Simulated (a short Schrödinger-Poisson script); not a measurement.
**MOS inversion layer, Al2O3 on p-type Ge(111)**

Structure: MOS inversion layer, Al2O3 on p-type Ge(111), at 300 K.

```
layer  material  thickness (nm)  Na (cm⁻³)
-----  --------  --------------  ---------
1         Al2O3             4.1          -
2            Ge             360     1.3e18
```

Constants are typed, rounded textbook-type inputs, not results; the design itself was drawn at random and stands for no fabricated device. Al2O3: permittivity 9, conduction-band edge (eV) 2.65, gap (eV) 6.8, electron mass (mₑ) 0.3. Ge: permittivity 16, conduction-band edge (eV) 0, gap (eV) 0.664, Nv at 300 K (cm⁻³) 6e18.

Channel valleys (confinement mass, in-plane density-of-states mass, number): L1 1.59, 0.08, 1; L3 0.09, 0.34, 3. At the gate the conduction-band edge of layer 1 lies 2.69 eV − eVg above the Fermi level of the channel; the field vanishes at the back. Gaps are held at their typed values at every temperature. Mesh 0.03 nm at interfaces.

Solved with a short Schrödinger-Poisson script written for these runs: 1D Poisson equation in equilibrium, electrons quantum, Hartree (BenDaniel-Duke, 12 states a valley, the channel's in-plane mass for all, wave functions ending at the dielectric), parabolic valleys, classical holes, full ionisation, no traps, pinning or gate leakage.

```csv
Vg (V),electrons (cm⁻²),C (μF/cm²),L1 E0 (meV),L1 E1 (meV),L3 E0 (meV),L3 E1 (meV)
0,3.46e6,0.496,332.7,378.8,428.6,528.4
0.2,7.57e8,0.432,189.4,242.7,301.2,423.7
0.4,1.49e11,0.751,49.2,108.5,174.0,312.9
0.6,1.33e12,1.31,-21.4,43.8,114.2,260.4
0.8,2.99e12,1.44,-60.5,11.6,86.8,237.3
1,4.78e12,1.49,-91.1,-11.2,69.0,223.3
1.2,6.64e12,1.53,-117.8,-29.6,56.0,214.0
1.4,8.55e12,1.55,-142.2,-45.4,45.8,207.3
1.6,1.05e13,1.57,-165.1,-59.6,37.2,202.4
1.8,1.24e13,1.58,-186.9,-72.7,29.9,198.7
2,1.44e13,1.59,-207.9,-85.0,23.5,195.8
```

Subbands count from the Fermi level.

Only the L valleys are kept; under strong confinement the Δ valleys of Ge fill too.
